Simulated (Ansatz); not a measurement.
Consider interstitial Li in hexagonal La2O3, charge state +1. Calculation: PBE, PAW (plane waves to 420 eV; Ansatz, a first-principles code).

90-site cell at the relaxed PBE lattice, the Γ point alone, smearing 0.01 eV, spin-restricted, no finite-size correction. Static, classical nuclei. Spin-orbit coupling is left out. The charge state is imposed; whether it is stable for some Fermi level was not computed. Sites that were not tried may lie lower. The start lies 0.57 eV above the lowest site run (PBE).

Barriers: single points on a 2×2×2 k-point mesh shifted by half a step along c at the bands' geometries.

Relaxed starting cell (atoms counted from 1):

```yaml
crystal:
  lattice:
    - [11.82198, 0.00000, 0.00000]
    - [-5.91099, 10.23813, 0.00000]
    - [0.00000, 0.00000, 12.37499]
  atoms:
    - { symbol: La, position: [0.10695, 0.21846, 0.12317] }
    - { symbol: La, position: [0.11466, 0.22582, 0.62581] }
    - { symbol: La, position: [0.11150, 0.55620, 0.12233] }
    - { symbol: La, position: [0.11132, 0.55598, 0.65226] }
    - { symbol: La, position: [0.10701, 0.88943, 0.12310] }
    - { symbol: La, position: [0.11457, 0.88952, 0.62577] }
    - { symbol: La, position: [0.44478, 0.22281, 0.12612] }
    - { symbol: La, position: [0.44470, 0.22274, 0.62251] }
    - { symbol: La, position: [0.44894, 0.56039, 0.12319] }
    - { symbol: La, position: [0.44174, 0.55300, 0.62574] }
    - { symbol: La, position: [0.44902, 0.88942, 0.12312] }
    - { symbol: La, position: [0.44162, 0.88950, 0.62577] }
    - { symbol: La, position: [0.77820, 0.21858, 0.12323] }
    - { symbol: La, position: [0.77772, 0.22578, 0.62582] }
    - { symbol: La, position: [0.77816, 0.56040, 0.12323] }
    - { symbol: La, position: [0.77771, 0.55288, 0.62579] }
    - { symbol: La, position: [0.77795, 0.88934, 0.12283] }
    - { symbol: La, position: [0.77803, 0.88942, 0.62235] }
    - { symbol: La, position: [0.22020, 0.11058, 0.37691] }
    - { symbol: La, position: [0.22514, 0.11296, 0.87661] }
    - { symbol: La, position: [0.22694, 0.44041, 0.37006] }
    - { symbol: La, position: [0.22631, 0.44121, 0.88471] }
    - { symbol: La, position: [0.22711, 0.78767, 0.36991] }
    - { symbol: La, position: [0.22623, 0.78583, 0.88471] }
    - { symbol: La, position: [0.55709, 0.11058, 0.37693] }
    - { symbol: La, position: [0.55445, 0.11291, 0.87664] }
    - { symbol: La, position: [0.55701, 0.44729, 0.37692] }
    - { symbol: La, position: [0.55445, 0.44235, 0.87664] }
    - { symbol: La, position: [0.55881, 0.77983, 0.37729] }
    - { symbol: La, position: [0.55573, 0.77828, 0.87522] }
    - { symbol: La, position: [0.88748, 0.10830, 0.37727] }
    - { symbol: La, position: [0.88920, 0.11179, 0.87520] }
    - { symbol: La, position: [0.88044, 0.44063, 0.37012] }
    - { symbol: La, position: [0.88155, 0.44124, 0.88468] }
    - { symbol: La, position: [0.88763, 0.77995, 0.37727] }
    - { symbol: La, position: [0.88919, 0.77825, 0.87520] }
    - { symbol: O, position: [0.99717, 0.99903, 0.00350] }
    - { symbol: O, position: [0.99981, 0.00025, 0.49742] }
    - { symbol: O, position: [0.99306, 0.31959, 0.00341] }
    - { symbol: O, position: [0.01723, 0.36735, 0.49853] }
    - { symbol: O, position: [0.99311, 0.67409, 0.00337] }
    - { symbol: O, position: [0.01707, 0.65122, 0.49850] }
    - { symbol: O, position: [0.33601, 0.00529, 0.99450] }
    - { symbol: O, position: [0.32939, 0.99217, 0.50108] }
    - { symbol: O, position: [0.33607, 0.33159, 0.99449] }
    - { symbol: O, position: [0.32932, 0.33795, 0.50107] }
    - { symbol: O, position: [0.34743, 0.67406, 0.00348] }
    - { symbol: O, position: [0.30142, 0.65120, 0.49866] }
    - { symbol: O, position: [0.66845, 0.99904, 0.00346] }
    - { symbol: O, position: [0.66708, 0.00024, 0.49749] }
    - { symbol: O, position: [0.66224, 0.33159, 0.99463] }
    - { symbol: O, position: [0.67527, 0.33801, 0.50123] }
    - { symbol: O, position: [0.66840, 0.67018, 0.00354] }
    - { symbol: O, position: [0.66713, 0.66773, 0.49773] }
    - { symbol: O, position: [0.10936, 0.22027, 0.32267] }
    - { symbol: O, position: [0.11084, 0.22043, 0.82389] }
    - { symbol: O, position: [0.11162, 0.55638, 0.31277] }
    - { symbol: O, position: [0.11131, 0.55600, 0.84430] }
    - { symbol: O, position: [0.10946, 0.89010, 0.32253] }
    - { symbol: O, position: [0.11083, 0.89117, 0.82395] }
    - { symbol: O, position: [0.44478, 0.22282, 0.32871] }
    - { symbol: O, position: [0.44472, 0.22275, 0.81730] }
    - { symbol: O, position: [0.44717, 0.55801, 0.32269] }
    - { symbol: O, position: [0.44703, 0.55669, 0.82390] }
    - { symbol: O, position: [0.44723, 0.89007, 0.32257] }
    - { symbol: O, position: [0.44697, 0.89114, 0.82395] }
    - { symbol: O, position: [0.77766, 0.22040, 0.32283] }
    - { symbol: O, position: [0.77622, 0.22046, 0.82385] }
    - { symbol: O, position: [0.77760, 0.55807, 0.32284] }
    - { symbol: O, position: [0.77621, 0.55664, 0.82385] }
    - { symbol: O, position: [0.77794, 0.88931, 0.32517] }
    - { symbol: O, position: [0.77807, 0.88946, 0.81846] }
    - { symbol: O, position: [0.22330, 0.11210, 0.17803] }
    - { symbol: O, position: [0.22277, 0.11177, 0.67460] }
    - { symbol: O, position: [0.22398, 0.44335, 0.17078] }
    - { symbol: O, position: [0.22363, 0.44390, 0.69013] }
    - { symbol: O, position: [0.22406, 0.78156, 0.17067] }
    - { symbol: O, position: [0.22355, 0.78044, 0.69011] }
    - { symbol: O, position: [0.55552, 0.11210, 0.17811] }
    - { symbol: O, position: [0.55562, 0.11174, 0.67459] }
    - { symbol: O, position: [0.55548, 0.44423, 0.17817] }
    - { symbol: O, position: [0.55560, 0.44466, 0.67456] }
    - { symbol: O, position: [0.55821, 0.77952, 0.18157] }
    - { symbol: O, position: [0.55182, 0.77637, 0.67178] }
    - { symbol: O, position: [0.88780, 0.10903, 0.18165] }
    - { symbol: O, position: [0.89124, 0.11586, 0.67150] }
    - { symbol: O, position: [0.88620, 0.44349, 0.17087] }
    - { symbol: O, position: [0.88693, 0.44394, 0.69004] }
    - { symbol: O, position: [0.88790, 0.77955, 0.18158] }
    - { symbol: O, position: [0.89121, 0.77631, 0.67167] }
    - { symbol: Li, position: [0.11201, 0.55676, 0.45822] }
```
Cell charge +1.

End state 1 differs by these moves (Å; atoms that move under 0.08 Å are left out):

| atom | element | Δx | Δy | Δz |
|---|---|---|---|---|
| 1 | La | 0.02 | -0.03 | -0.10 |
| 2 | La | -0.02 | -0.12 | 0.05 |
| 3 | La | -0.07 | 0.04 | -0.09 |
| 4 | La | -0.09 | 0.05 | -0.28 |
| 9 | La | 0.04 | 0.00 | -0.10 |
| 10 | La | 0.09 | 0.08 | 0.05 |
| 21 | La | -0.08 | 0.05 | -0.28 |
| 22 | La | -0.07 | 0.04 | -0.09 |
| 23 | La | -0.02 | -0.13 | 0.05 |
| 24 | La | 0.02 | -0.03 | -0.10 |
| 33 | La | 0.09 | 0.08 | 0.05 |
| 34 | La | 0.04 | -0.01 | -0.10 |
| 38 | O | 0.00 | 0.09 | 0.01 |
| 39 | O | -0.13 | 0.07 | -0.09 |
| 40 | O | 0.28 | -0.17 | 0.03 |
| 41 | O | 0.08 | -0.04 | 0.02 |
| 42 | O | -0.22 | 0.12 | 0.00 |
| 44 | O | 0.00 | 0.09 | 0.01 |
| 45 | O | 0.08 | -0.05 | 0.02 |
| 46 | O | -0.22 | 0.13 | 0.00 |
| 47 | O | -0.13 | 0.07 | -0.09 |
| 48 | O | 0.28 | -0.16 | 0.03 |
| 49 | O | -0.06 | 0.03 | -0.09 |
| 52 | O | -0.08 | -0.05 | 0.01 |
| 54 | O | -0.08 | -0.05 | 0.01 |
| 55 | O | 0.01 | 0.00 | -0.16 |
| 58 | O | -0.03 | 0.02 | -0.19 |
| 63 | O | 0.00 | -0.01 | -0.16 |
| 65 | O | -0.03 | -0.05 | 0.07 |
| 67 | O | 0.02 | 0.05 | 0.06 |
| 75 | O | -0.03 | 0.02 | -0.19 |
| 78 | O | 0.00 | 0.00 | -0.16 |
| 84 | O | 0.02 | 0.05 | 0.07 |
| 86 | O | -0.03 | -0.05 | 0.07 |
| 88 | O | 0.00 | -0.01 | -0.16 |
| 91 | Li | 1.96 | -1.14 | 1.03 |

Q: Estimate the forward and backward barriers to end state 1 that PBE, PAW returns for this input.

A: forward 0.63 eV, backward 0.63 eV; at the saddle point atom 91 has neighbours 2 La at 2.39; O at 1.88, O at 1.91, 2 O at 2.38 Å. The saddle point's order was not checked, and it lies on a symmetry element of the cell, where a band can be held.
